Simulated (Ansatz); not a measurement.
Here is the system:

```xyz
2
Lattice="2.9617 0.0000 0.0000 0.0000 2.9617 0.0000 0.0000 0.0000 2.9617" Properties=species:S:1:pos:R:3 pbc="T T T"
Cu     0.0000     0.0000     0.0000
Pd     1.4809     1.4809     1.4809
```

All values below come from PBEsol, DFPT electron-phonon coupling, linearised Boltzmann equation (plane waves, PAW, scalar-relativistic; Ansatz, an electronic-structure program). Cell: relaxed with this functional, without spin-orbit coupling.

Question: Predict the intrinsic resistivity at 300 K.

Answer: 4.6 μΩ·cm.

A metal at this level (no band gap). Only scattering by harmonic phonons is included (no impurities, grain boundaries, electron-electron scattering or thermal expansion). Spin-orbit coupling is left out. Halving the electron mesh (28x28x28) moves the resistivity by up to 5 % at 300 K. Smearing 0.20 eV; phonons on a 5x5x5 q mesh, which this run doesn't test.

Formula and space group known from diffraction (Crystallography Open Database), not checked to be the room-temperature form: PdCu (Pm-3m).
